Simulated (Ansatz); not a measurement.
**ZnCu2SnSe4: response to strain**

Base system: ZnCu2SnSe4 (space group I-42m, No. 121; a = 5.661 Å, c = 11.308 Å). Axes: x, y, z lie along a, b, c of the conventional cell.

Strains are applied to the cell and any free atomic positions relax; under biaxial strain the out-of-plane vector relaxes too.

Calculations: PBEsol (Ansatz, a first-principles code, PAW, no spin-orbit coupling).

Candidates:
(a) uniaxial strain ε_xx = −2.77 %
(b) isotropic strain −0.82 %
(c) biaxial strain −2.89 %, plane normal [001], relaxed out of plane

Notes on the quantities. energy relative to the base: free energy F.

Question: Order them by energy relative to the base, highest first.

Answer: (c) biaxial strain −2.89 %, plane normal [001], relaxed out of plane (+9.0 meV/atom), (a) uniaxial strain ε_xx = −2.77 % (+4.9 meV/atom), (b) isotropic strain −0.82 % (+3.0 meV/atom)

A case with no gap was solved on a k-mesh chosen for an insulator, which is coarse for it. Stability against distortions was not tested. The final runs are not spin-polarised.
